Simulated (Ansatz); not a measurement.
A periodic model of amorphous In24O37Zn:

```xyz
62
Lattice="9.5895 0.0000 0.0000 0.0000 9.5895 0.0000 0.0000 0.0000 9.5895" Properties=species:S:1:pos:R:3 pbc="T T T"
In     0.0980     0.7342     8.0130
In     7.1509     0.8666     1.4266
In     8.3208     3.2574     6.4248
In     7.9709     7.4724     0.6013
In     3.1800     5.7839     5.3660
In     5.8038     5.5568     2.3173
In     2.6106     4.7453     1.8924
In     1.1715     1.6422     1.8055
In     3.0486     8.8753     6.3921
In     1.9435     7.8522     2.7481
In     3.5735     0.4341     9.3928
In     4.2073     1.6262     2.9739
In     8.5605     4.1917     0.3432
In     2.0500     3.4685     8.1193
In     5.3647     3.2681     0.2049
In     4.3708     6.6289     9.0970
In     9.3669     7.2640     5.7269
In     4.7050     2.3265     6.5152
In     8.5163     0.6308     4.4285
In     6.8297     9.0328     7.5633
In     9.4179     4.4820     3.5385
In     5.6317     8.1950     4.0197
In     6.3605     5.7699     6.0813
In     1.0989     6.9283     8.7197
O      3.9156     1.2317     4.9661
O      7.9822     1.0401     6.4955
O      7.7729     4.7039     2.3211
O      3.6874     6.6062     1.7232
O      9.2719     8.2669     7.5702
O      6.4090     0.5791     3.5414
O      1.7114     6.8202     6.5209
O      3.9329     2.5789     8.4973
O      8.9064     1.1810     2.4655
O      0.5401     7.4578     1.1542
O      5.1965     5.8467     4.3170
O      2.8995     8.2255     8.5695
O      1.6383     1.4625     9.3499
O      8.1351     9.5497     9.4151
O      4.5415     3.7169     2.1454
O      1.6652     0.8834     6.5488
O      6.7774     7.4894     2.3852
O      8.4492     5.3187     5.4830
O      0.2717     8.5724     4.1935
O      3.5156     7.9897     4.5158
O      0.6906     3.8190     1.5380
O      6.3013     3.6784     6.5846
O      2.3359     2.7015     3.2103
O      4.8314     0.2941     7.3822
O      2.8809     3.7414     6.1378
O      2.4551     5.2193     9.2255
O      5.0846     1.1842     1.0666
O      2.7391     0.1297     2.0036
O      7.3009     2.5819     0.1296
O      8.7225     5.9445     8.8695
O      4.5632     6.2999     6.9839
O      1.6585     5.7017     3.6632
O      6.0743     7.9215     9.1501
O      9.4772     2.7120     4.7518
O      5.8811     5.2619     0.1710
O      9.5629     3.1167     8.0656
O      7.0087     7.8552     5.7229
Zn     1.9481     2.2231     5.0931
```

Level of theory: PBE, scalar-relativistic without spin-orbit coupling (plane waves to 420 eV, PAW; Ansatz, a first-principles code).

It comes from a melt-quench run on a machine-learned potential (CHGNet), relaxed afterwards by DFT. O atoms were pushed apart under 1.9 Å during the dynamics, to hinder bonds among them. The hot cell started wider than the set density and was brought back towards it in steps. It is the lowest in DFT energy of 2 quenches. It is a model cell: composition and starting density were chosen by hand, and all elements were melted together. No dispersion term was used. Its density started from a set value of 6.47 and ended at 6.43 g/cm³. The quench (nominally 330 K/ps over its main leg) was far faster than any real one, so the model tends to hold more defects than a real film. One small periodic cell is one sample of the glass; other quenches scatter about these values. The volume was free in the relaxation, at fixed shape. Stress components on the final sampling reach 1.5 GPa.

Neighbours within In-In 3.12 Å, In-O 2.68 Å, In-Zn 2.90 Å, O-O 1.58 Å, O-Zn 2.26 Å, Zn-Zn 2.68 Å count as bonded. Two cations that share two anions don't count as bonded, nor two that share one unless they lie closer than In-In 3.04 Å, In-Zn 2.82 Å, Zn-Zn 2.61 Å.

**Question.** Give the coordination numbers, mean bond lengths and angles.

**Answer.** 
```yaml
Mean coordination of In by anions: 5.46 (13 with 5, 11 with 6)
Mean coordination of O: 3.68 (12 with 3, 25 with 4)
Mean coordination of Zn by anions: 5.00 (1 with 5)
Mean In-O bond: 2.209 Å (spread 0.114 Å, 131 counted)
Mean O-Zn bond: 2.079 Å (spread 0.086 Å, 5 counted)
Bond angle at In: mean 104.8°, spread 28.2°
Bond angle at O: mean 110.1°, spread 15.8°
Bond angle at Zn: mean 106.7°, spread 26.6°
```

**Question.** List the pairs of like atoms that count as bonded by the rules above.

**Answer.** There are none by these rules.
